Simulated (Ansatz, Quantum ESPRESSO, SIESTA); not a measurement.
**Code comparison for VOF (R-3m, 6 atoms in the cell)**

Self-consistent single point.

```yaml
crystal:
  lattice:
    - [1.72039, 0.99327, 6.02031]
    - [-1.72039, 0.99327, 6.02031]
    - [0.00000, -1.98654, 6.02031]
  atoms:
    - { symbol: V, position: [0.23946, 0.23946, 0.23946], spin: 2.0 }
    - { symbol: V, position: [0.76054, 0.76054, 0.76054], spin: 2.0 }
    - { symbol: O, position: [0.12491, 0.12491, 0.12491] }
    - { symbol: O, position: [0.87509, 0.87509, 0.87509] }
    - { symbol: F, position: [0.37335, 0.37335, 0.37335] }
    - { symbol: F, position: [0.62665, 0.62665, 0.62665] }
```
(The spins are starting values, not results.)

Shared settings, as Ansatz (a first-principles code) writes them: kpoints.mp_grid.grid = 6 6 6; scf.occupations.method = fermi_dirac; scf.occupations.width = 0.02 eV. Potentials and cutoffs stand in the table.

| code | model | pressure (GPa) | largest force (eV/Å) | gap on the mesh (eV) | size of the net moment (μB/atom) | cutoff |
|---|---|---|---|---|---|---|
| Ansatz | PBEsol, PAW files made with PBE | -14.59 | 0.491 | – | 0.67 | 420 eV |
| SIESTA | GGA PBEsol, numerical atomic orbitals DZP, PseudoDojo PBEsol standard norm-conserving potentials (rewritten from UPF to PSML) | -15.38 | 0.268 | 0.654 | 0.67 | grid 300 Ry |
| Quantum ESPRESSO | PBEsol, GBRV 1.5 ultrasoft (PBESOL) pseudopotentials | -14.04 | 0.468 | 0.646 | 0.67 | 50 Ry |

Size of the force on each atom (eV/Å): Sizes of forces hide their directions.

```
code                 V1     V2     O3     O4     F5     F6
----------------  -----  -----  -----  -----  -----  -----
Ansatz            0.491  0.491  0.163  0.163  0.213  0.213
SIESTA            0.268  0.268  0.221  0.221  0.220  0.220
Quantum ESPRESSO  0.468  0.468  0.157  0.157  0.212  0.212
```

A dash marks a value that a program does not give, or that is left out as unsure.

No gap is tabulated for Ansatz: it is not read from that output, or partly filled or unconverged empty levels leave it unsure.

Gaps are read on the mesh.

On Ansatz's run: the magnetic order is the one reached from the typed start; others were not searched systematically.

The spread over the programs that give each value: pressure within 1.34 GPa; largest force within 0.223 eV/Å; gap on the mesh within 0.008 eV; size of the net moment within 0.00 μB/atom.

SIESTA uses small atom-centred bases, whose incompleteness enters pressures, forces and empty levels differently from a plane-wave cutoff. Ansatz's pressure is given at a fixed set of plane waves, as the other plane-wave codes print theirs; with its correction for the finite basis it is -14.00 GPa (the shift of 0.59 GPa shows how far the cutoff is from converged). In the pressure, SIESTA (by 1.06) lies more than 1 GPa from the median of the plane-wave programs. In the force vectors, SIESTA (by 0.212) lies more than 0.08 eV/Å from the median of the plane-wave programs.

The starting cell comes from a database of computed structures (which also holds hypothetical and non-ambient phases and stackings), without a prior relaxation at this level.

Keys are those of Ansatz 0.2.
